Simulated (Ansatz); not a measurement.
Abridged Ansatz (a program for electronic structure) output:

```
Relaxation: its limit of steps is 60 (relax.max_steps)
Pseudopotential: Rh, paw, valence charge 17
Crystal: 1 atoms, lattice volume = 13.265 Å³
Basis set: ecut = 420 eV, 259 PW (Γ), exchange–correlation on 36×36×36 points (8 copies of the dense FFT grid, shifted against one another)
Bands: 13, of which v1, the nominal top of the filled ones, is band 9 counted from 1 (8 counted from 0)
Symmetry: 48 space group operations
k-points: 286 of 9261
Functional: x = slater, c = lda
SCF iter   1: F=—  HF=-6278.657174 eV  |F-HF|=—  |Δ(HF+E_count)|=         —  Δρ=1.09e-2  dr2=9.03e-3  ethr=1.77e-3  ⟨swp⟩=5.0  Hψ=20618  notcnv=0
SCF iter   2: F=—  HF=-6278.654718 eV  |F-HF|=—  |Δ(HF+E_count)|=   2.46e-3  Δρ=4.86e-3  dr2=1.13e-3  ethr=5.31e-5  ⟨swp⟩=2.5  Hψ=8628  notcnv=0
SCF 1 converged in 6 iterations: F = -6278.654412 eV  dr2 = 1.36e-9
relax step   1: F+E_penalty+E_count = -6278.65441184 eV  Δ(F+E_penalty+E_count) = +0.000e0 eV  max|allowed force component| = 0.000e0 eV/Å  Δτ_max = 0.0000 Å  P = -1.003 GPa  Ω = 13.265 Å³  (6 SCF iters, dr2 threshold 1.00e-7 eV, accepted)
[... steps on the carried basis left out ...]
relax step   4: F+E_penalty+E_count = -6278.65400428 eV  Δ(F+E_penalty+E_count) = -2.168e-5 eV  max|allowed force component| = 0.000e0 eV/Å  Δτ_max = 0.0000 Å  P = -2.002 GPa  Ω = 13.308 Å³  stress off target by 2.35e-3 GPa  SCF on the basis re-selected at this cell (its energy is not comparable with the rows above)  (5 SCF iters)
SCF converged after 5 iterations
Free energy (F): -6278.654004 eV
Internal energy: -6278.644367 eV  (E = F + TS)
E sigma→0 (E₀):  -6278.649186 eV
Entropy (-TS):   -0.009637 eV (-9.637 meV/atom)
Fermi energy:    23.016957 eV
--- Forces (eV/Å), atoms counted from 1 ---
  atom   1  Rh    -0.00000000     0.00000000    -0.00000000
--- Stress (GPa, compression-positive) ---
       -2.002354      -0.000000      -0.000000
       -0.000000      -2.002354      -0.000000
       -0.000000      -0.000000      -2.002354
  P = ⅓ Tr σ = -2.0024 GPa (-20.024 kbar)
--- Relaxed structure (3 steps of the walk, 3 accepted, 1 SCFs on fresh bases) ---
  cell:  # Å, volume = 13.3077 Å³
    - [-3.5030682726157187e-34, 1.8808630668415796, 1.8808630668415796]
    - [1.8808630668415796, 2.866146768503769e-34, 1.8808630668415796]
    - [1.8808630668415796, 1.8808630668415796, 2.6750703172701844e-34]
  atoms:
    - { symbol: Rh, position: [0.0, 0.0, 0.0] }
```

**Question.** What was computed, and what are the main results?

**Answer.** Rh, 1 atom in the cell, with DFT with LDA, PAW potentials and a 420 eV plane-wave cutoff in Ansatz, no spin-orbit coupling, from a series relaxed to a target (pressure −2 GPa). The last SCF converged to F = -6278.654004 eV, or -6278.6540 eV per atom, at a pressure of -2.00 GPa. The total energy compares only with runs of the same code, potentials and settings.

Load acts through the strain it causes; cell and atoms are relaxed under it. Whether these cells are dynamically stable was not tested. The final runs are not spin-polarised. The cell was made from Rh in the fcc (Cu type) structure (space group Fm-3m, No. 225) by this change: pressure −2 GPa.

Keys are those of Ansatz 0.2.
